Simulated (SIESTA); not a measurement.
## Several settings converged on a (001) slab of Na3BrO (cut from a parent of space group no. 221; 10 atoms in the cell)

```yaml
crystal:
  lattice:
    - [4.51046, 0.00000, 0.00000]
    - [0.00000, 4.51046, 0.00000]
    - [0.00000, 0.00000, 20.76571]
  atoms:
    - { symbol: Na, position: [0.00000, 0.50000, 0.33709] }
    - { symbol: Na, position: [0.50000, 0.00000, 0.33709] }
    - { symbol: Na, position: [0.50000, 0.50000, 0.44570] }
    - { symbol: Br, position: [0.00000, 0.00000, 0.44570] }
    - { symbol: O, position: [0.50000, 0.50000, 0.33709] }
    - { symbol: Na, position: [0.00000, 0.50000, 0.55430] }
    - { symbol: Na, position: [0.50000, 0.00000, 0.55430] }
    - { symbol: Na, position: [0.50000, 0.50000, 0.66291] }
    - { symbol: Br, position: [0.00000, 0.00000, 0.66291] }
    - { symbol: O, position: [0.50000, 0.50000, 0.55430] }
```

Base method: GGA PBEsol, numerical atomic orbitals DZP, PseudoDojo PBEsol standard norm-conserving potentials (rewritten from UPF to PSML) run with SIESTA.

Base settings: XC.functional = GGA; XC.authors = PBEsol; potentials = PseudoDojo PBEsol standard; PAO.BasisSize = DZP; PAO.EnergyShift = 0.01 Ry; MeshCutoff = 400 Ry; kgrid.MonkhorstPack = 3 3 1; OccupationFunction = FD; ElectronicTemperature = 232.09 K; MaxSCFIterations = 150.

**The vacuum**

The mesh stays at the base's, so the ladder's end is converged at best in this setting alone.

Only quantities that move along the ladder and can be compared are tabulated; forces are left out, as grid noise moves with the cell.

```csv
vacuum between outermost atoms (Å),free energy less the last step's (meV/atom),gap on the mesh (eV)
3.0,-97.34,1.872
4.0,-40.00,1.661
5.0,-13.85,1.622
6.0,-2.48,1.694
7.0,-0.73,1.832
8.0,-0.45,1.897
10.0,-0.01,1.892
12.0,-0.04,1.880
14.0,-0.10,1.870
17.0,-0.23,1.860
20.0,-0.19,1.852
25.0,-0.13,1.844
30.0,0.00,1.838
```

State of the gap on the mesh at the end of the ladder: still drifting one way, by 0.015 eV over the last two steps, so the last step is no safe reference.

Smallest vacuum between outermost atoms (Å) that holds the free energy within 1 meV/atom of the last step, with all finer ones: 7.0; the step before is off by 2.5 meV/atom.

**The k-point mesh**

Only quantities that move along the ladder and can be compared are tabulated.

| kgrid.MonkhorstPack | free energy less the last step's (meV/atom) | largest difference of a force vector from the last step's (eV/Å) |
|---|---|---|
| 2 2 1 | 13.15 | 0.060 |
| 3 3 1 | 0.04 | 0.005 |
| 4 4 1 | 0.41 | 0.002 |
| 5 5 1 | 0.02 | 0.000 |
| 6 6 1 | 0.00 | 0.000 |
| 7 7 1 | 0.00 | 0.000 |
| 9 9 1 | 0.00 | 0.000 |
| 10 10 1 | 0.00 | 0.000 |
| 12 12 1 | 0.00 | 0.000 |
| 14 14 1 | 0.00 | 0.000 |

Coarsest kgrid.MonkhorstPack that holds the forces within 0.02 eV/Å of the last step, with all finer ones: 3 3 1; the step before is off by 0.060 eV/Å.

Coarsest kgrid.MonkhorstPack that holds the free energy within 5 meV/atom of the last step, with all finer ones: 3 3 1; the step before is off by 13 meV/atom.

On the base run: the starting cell comes from a database of computed structures (which also holds hypothetical and non-ambient phases and stackings), without a prior relaxation at this level. The slab is cut from that crystal, and its faces are unrelaxed. Its lattice was rescaled by up to half a per cent. Spin polarisation is off, though cut faces can carry moments; a gap of a slab can lie between surface states. The two faces of this cut differ, and no dipole correction was used. Values carry the incompleteness of an atom-centred basis.
